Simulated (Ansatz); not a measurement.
Here is the system:

End structure of the (320) surface of bcc Na in its 1x1 cell, outermost plane spacing 0.58 Å in the ideal cut:

```xyz
19
Lattice="4.2000 0.0000 0.0000 0.0000 15.1433 0.0000 0.0000 0.0000 26.5000" Properties=species:S:1:pos:R:3 pbc="T T T"
Na     2.1000     2.6320     8.4441
Na     0.0000     5.6470     8.6960
Na     2.1000     8.6532     9.1550
Na     0.0000    11.6876     9.4599
Na     2.1000    14.5912    10.3345
Na     0.0000     2.2915    11.3346
Na     2.1000     5.2496    11.5868
Na     0.0000     8.1774    12.0280
Na     2.1000    11.1517    12.3140
Na     0.0000    13.9784    13.2500
Na     2.1000     1.6619    14.1860
Na     0.0000     4.6361    14.4720
Na     2.1000     7.5640    14.9132
Na     0.0000    10.5221    15.1654
Na     2.1000    13.3657    16.1655
Na     0.0000     1.1259    17.0401
Na     2.1000     4.1604    17.3450
Na     0.0000     7.1666    17.8040
Na     2.1000    10.1815    18.0559
```

Slab: 19 atoms, 10.5 Å thick at the start (thin: gaps and levels are the slab's own); k 9x3x1, smearing 0.1 eV, dipole-corrected; all atoms relaxed; start symmetry kept, larger cells not searched; no spin, no spin-orbit, no U.

Problem. What surface energy (mean of both faces) does PBE (Ansatz, an electronic-structure program) give?

Solution. 0.22 J/m²

Problem. Give the work function of the top face at the level PBE.

Solution. 2.77 eV
